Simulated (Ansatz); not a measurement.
Reference: BeSe (F-43m), HSE06, rigid bands (plane waves, PAW, scalar-relativistic; Ansatz, a program for electronic structure); geometry: cell and atoms relaxed with PBEsol.

```yaml
crystal:
  lattice:
    - [0.00000, 2.56432, 2.56432]
    - [2.56432, 0.00000, 2.56432]
    - [2.56432, 2.56432, 0.00000]
  atoms:
    - { symbol: Be, position: [0.00000, 0.00000, 0.00000] }
    - { symbol: Se, position: [0.25000, 0.25000, 0.25000] }
```

The band gap comes out as 3.45 eV and the electron conductivity mass is 0.34 mₑ. The Seebeck coefficient, n-type 1e19 cm⁻³ is -268 μV/K.

Problem. Swap Se for S, keeping the structure type. How do these values move?

Solution. BeS (F-43m): volume per atom 16.9 to 14.2 Å³; band gap rises (3.45 eV to 4.04 eV); electron conductivity mass rises (0.34 mₑ to 0.36 mₑ); Seebeck coefficient, n-type 1e19 cm⁻³ stays about the same (-268 μV/K to -272 μV/K).

Problem. Swap Be for Zn, keeping the structure type. How do these values move?

Solution. ZnSe (F-43m): volume per atom 16.9 to 22.3 Å³; band gap falls (3.45 eV to 2.50 eV); electron conductivity mass falls (0.34 mₑ to 0.143 mₑ); Seebeck coefficient, n-type 1e19 cm⁻³ falls in size (-268 μV/K to -86 μV/K).

Moves up to 5 % count as about the same. Masses are for dilute carriers at 300 K, harmonic means over directions unless an axis is named. Seebeck coefficients are for the stated density at 300 K, with one relaxation time for all states and whether or not that doping can be reached. Spin-orbit coupling is left out.
